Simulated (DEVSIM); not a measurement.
Structure: Schottky contact on n-type GaN, at 300 K.

Layer 1 from the left is GaN, thickness (μm) 0.330, Nd (cm⁻³) 7.6e15, τn (s) 3.5e-8, τp (s) 3.5e-8.

Left contact: Schottky, work function 5.15 eV, emission velocity 3.5e6 cm/s. Right contact: ohmic. Voltage is applied to the left contact. Recombination: SRH at mid-gap, radiative. Mobility is μmin + (μ − μmin)/(1 + (N/Nref)^α).

Constants are typed, rounded textbook-type inputs, not results; the design itself was drawn at random and stands for no fabricated device. Values at 300 K.

GaN: gap (eV) 3.43, affinity (eV) 4.1, permittivity 9.5, Nc (cm⁻³) 2.3e18, Nv (cm⁻³) 4.6e19, μn (cm²/Vs) 1200, μp (cm²/Vs) 100, μn,min 55, μp,min 3, Nref,n 2e17, Nref,p 3e17, αn 1, αp 2, B (cm³/s) 1e-11.

Simulated with DEVSIM: 1D drift-diffusion, Boltzmann statistics, complete ionisation; no tunnelling, impact ionisation, image-force lowering or self-heating. Metal contacts follow the ideal Schottky-Mott rule: no Fermi-level pinning, no interface dipoles.

Dark forward current:

```csv
|V| (V),|J| (A/cm²)
0.05,1.649e-11
0.10,1.303e-10
0.15,9.157e-10
0.20,6.336e-9
0.25,4.372e-8
0.30,3.016e-7
0.35,2.079e-6
0.40,1.432e-5
0.45,9.862e-5
0.50,0.0006784
0.55,0.004660
0.60,0.03195
0.65,0.2183
0.70,1.482
0.75,9.895
0.80,62.48
0.85,324.7
0.90,1110
0.95,2467
```

**Question.** Work out the local ideality factor n = ΔV / (kT/q · ln(J2/J1)) between the rows 0.15 and 0.20 V, 0.90 and 0.95 V.

**Answer.** kT/q = 25.85 mV. From 0.15 to 0.20 V: ln(6.336e-9/9.157e-10) = 1.934, n = 1.00, near the 1 of diffusion or emission over a barrier. From 0.90 to 0.95 V: ln(2467/1110) = 0.799, n = 2.42; the layers' resistance at their doping, Σ W/(qμN) = 2.3e-5 Ω cm², would take 32 mV of this step of 50 mV.

**Question.** Estimate the current at 0.45 V for emission alone, J0 = q v N_band exp(−φB/kT), and read the barrier back from the simulated current.

**Answer.** φB = 1.050 eV, N_band = 2.30e18 cm⁻³, J0 = 2.95e-12 A/cm²; J = J0 (exp(qV/kT) − 1) = 0.000107 A/cm². The simulation gives 9.86e-5 A/cm²; the estimate lies 8.7 % above. Read backwards, the simulated current gives an apparent barrier of 1.052 eV. The estimate leaves out transport through the depletion region and minority injection.
